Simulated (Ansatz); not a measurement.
TiOF2 (P4₂/mmc, No. 131, 8 atoms in the cell; start mp-37473) was calculated with PBEsol (Ansatz, a quantum-chemistry and plane-wave program, PAW).

Excerpt of the program's output:

```
Crystal: 8 atoms, lattice volume = 110.260 Å³
Basis set: ecut = 520 eV, 2957 PW (Γ), exchange–correlation on 60×60×120 points (8 copies of the dense FFT grid, shifted against one another)
Bands: 40, of which v1, the nominal top of the filled ones, is band 32 counted from 1 (31 counted from 0)
Symmetry: 16 space group operations
Space group: P42/mmc (ITA 131), of the structure as read, at distance tolerance 4.8e-5 Å
k-points: 63 of 400
Functional: x = pbesol(κ = 0.804, μ = 0.12345679012345678), c = pbesol(β = 0.046)
SCF iter   1: F=—  HF=-9280.556233 eV  |F-HF|=—  |Δ(HF+E_count)|=         —  Δρ=1.45e-2  dr2=1.62e-1
SCF iter   2: F=—  HF=-9280.527346 eV  |F-HF|=—  |Δ(HF+E_count)|=   2.89e-2  Δρ=7.06e-3  dr2=5.34e-2
  ...
SCF iter  10: F=—  HF=-9280.519024 eV  |F-HF|=—  |Δ(HF+E_count)|=   3.20e-8  Δρ=9.91e-7  dr2=1.35e-9
SCF iter  11: F=-9280.519024 eV  HF=-9280.519024 eV  |F-HF|=8.19e-11  |Δ(HF+E_count)|=   2.78e-9  Δρ=2.95e-7  dr2=1.16e-10
SCF 1 converged in 11 iterations: F = -9280.519024 eV  dr2 = 1.16e-10
SCF converged after 11 iterations
Free energy (F): -9280.519024 eV
Internal energy: -9280.519024 eV  (E = F + TS)
E sigma→0 (E₀):  -9280.519024 eV
Fermi energy:    4.140684 eV
--- Forces (eV/Å), atoms counted from 1 ---
  atom   1  Ti    -0.00000000     0.00000000     0.00000000
  atom   2  Ti     0.00000000    -0.00000000     0.00000000
  atom   3  O      0.00000000     0.00000000     0.00000000
  atom   4  O      0.00000000    -0.00000000     0.00000000
  atom   5  F      0.00000000     0.00000000     0.00000000
  atom   6  F      0.00000000     0.00000000     0.00000000
  atom   7  F      0.00000000     0.00000000     0.00000000
  atom   8  F      0.00000000     0.00000000    -0.00000000
--- Stress (GPa, compression-positive) ---
        0.004752       0.000000       0.000000
        0.000000       0.004752       0.000000
        0.000000       0.000000       0.010488
  P = ⅓ Tr σ = 0.0067 GPa (0.067 kbar)
```

Task: Write an input file that could have produced this run (the log leaves some choices open).

Result: One answer among several that fit: 
Ansatz 0.2 input:
```yaml
crystal:
  lattice:
    - [3.7624661043, 0.0, 0.0]
    - [0.0, 3.7624661043, 0.0]
    - [0.0, 0.0, 7.7888577324]
  atoms:
    - { symbol: Ti, position: [0.0, 0.0, 0.0] }
    - { symbol: Ti, position: [0.0, 0.0, 0.5] }
    - { symbol: O, position: [0.5, 0.0, 0.0] }
    - { symbol: O, position: [0.0, 0.5, 0.5] }
    - { symbol: F, position: [0.5, 0.0, 0.5] }
    - { symbol: F, position: [0.0, 0.5, 0.0] }
    - { symbol: F, position: [0.0, 0.0, 0.25] }
    - { symbol: F, position: [0.0, 0.0, 0.75] }
basis:
  ecutwfc: 520
  ecutrho_ratio: 4
  xc_grid: 2
kpoints:
  mp_grid: { grid: [10, 10, 4] }
  band_path:
    path:
      - [0.0, 0.0, 0.0]
      - [0.0, 0.0625, 0.0]
      - [0.0, 0.125, 0.0]
      - [0.0, 0.1875, 0.0]
      - [0.0, 0.25, 0.0]
      - [0.0, 0.3125, 0.0]
      - [0.0, 0.375, 0.0]
      - [0.0, 0.4375, 0.0]
      - [0.0, 0.5, 0.0]
      - [0.0625, 0.5, 0.0]
      - [0.125, 0.5, 0.0]
      - [0.1875, 0.5, 0.0]
      - [0.25, 0.5, 0.0]
      - [0.3125, 0.5, 0.0]
      - [0.375, 0.5, 0.0]
      - [0.4375, 0.5, 0.0]
      - [0.5, 0.5, 0.0]
      - [0.458333, 0.458333, 0.0]
      - [0.416667, 0.416667, 0.0]
      - [0.375, 0.375, 0.0]
      - [0.333333, 0.333333, 0.0]
      - [0.291667, 0.291667, 0.0]
      - [0.25, 0.25, 0.0]
      - [0.208333, 0.208333, 0.0]
      - [0.166667, 0.166667, 0.0]
      - [0.125, 0.125, 0.0]
      - [0.083333, 0.083333, 0.0]
      - [0.041667, 0.041667, 0.0]
      - [0.0, 0.0, 0.166667]
      - [0.0, 0.0, 0.333333]
      - [0.0, 0.0, 0.5]
      - [0.0, 0.0625, 0.5]
      - [0.0, 0.125, 0.5]
      - [0.0, 0.1875, 0.5]
      - [0.0, 0.25, 0.5]
      - [0.0, 0.3125, 0.5]
      - [0.0, 0.375, 0.5]
      - [0.0, 0.4375, 0.5]
      - [0.0, 0.5, 0.5]
      - [0.0625, 0.5, 0.5]
      - [0.125, 0.5, 0.5]
      - [0.1875, 0.5, 0.5]
      - [0.25, 0.5, 0.5]
      - [0.3125, 0.5, 0.5]
      - [0.375, 0.5, 0.5]
      - [0.4375, 0.5, 0.5]
      - [0.5, 0.5, 0.5]
      - [0.458333, 0.458333, 0.5]
      - [0.416667, 0.416667, 0.5]
      - [0.375, 0.375, 0.5]
      - [0.333333, 0.333333, 0.5]
      - [0.291667, 0.291667, 0.5]
      - [0.25, 0.25, 0.5]
      - [0.208333, 0.208333, 0.5]
      - [0.166667, 0.166667, 0.5]
      - [0.125, 0.125, 0.5]
      - [0.083333, 0.083333, 0.5]
      - [0.041667, 0.041667, 0.5]
      - [0.0, 0.5, 0.166667]
      - [0.0, 0.5, 0.333333]
      - [0.5, 0.5, 0.166667]
      - [0.5, 0.5, 0.333333]
    npoints: 1
hamiltonian:
  xc: pbesol
  dispersion: none
  pseudopotentials: { kind: paw }
scf:
  occupations: { method: fermi_dirac, width: 0.01 }
  convergence: { dr2_threshold: 0.0000000008 }
output:
  forces: true
  stress: true
  eigenvalues: true
  write_bands: true
```

The PAW data were made under PBE.

The result took around 40 core-seconds (rough).

A start named mp-… is a Materials Project structure, which need not be a measured phase.
